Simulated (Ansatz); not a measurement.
Start from K₂S in the anti-fluorite structure (space group Fm-3m, No. 225).

```yaml
crystal:
  lattice:
    - [0.00000, 3.66799, 3.66799]
    - [3.66799, 0.00000, 3.66799]
    - [3.66799, 3.66799, 0.00000]
  atoms:
    - { symbol: K, position: [0.25000, 0.25000, 0.25000] }
    - { symbol: K, position: [0.75000, 0.75000, 0.75000] }
    - { symbol: S, position: [0.00000, 0.00000, 0.00000] }
```

Computed with PBEsol in Ansatz (plane waves to 420 eV, PAW, spin-orbit coupling left out).

For the base:

```
Property            Value
---------------  --------
Volume per atom  32.90 Å³
Band gap          2.35 eV
```

Modification: hydrostatic tension (pressure −2 GPa).

Problem. What does the calculation give for the volume per atom after the change?

Solution. The volume per atom goes up by 4.73 Å³, from 32.90 Å³ to 37.63 Å³.

Problem. What does the calculation give for the band gap after the change?

Solution. The band gap falls by 0.313 eV to 2.03 eV.

Load acts through the strain it causes; cell and atoms are relaxed under it. No phonon test of stability was made.

Ansatz is a first-principles code.
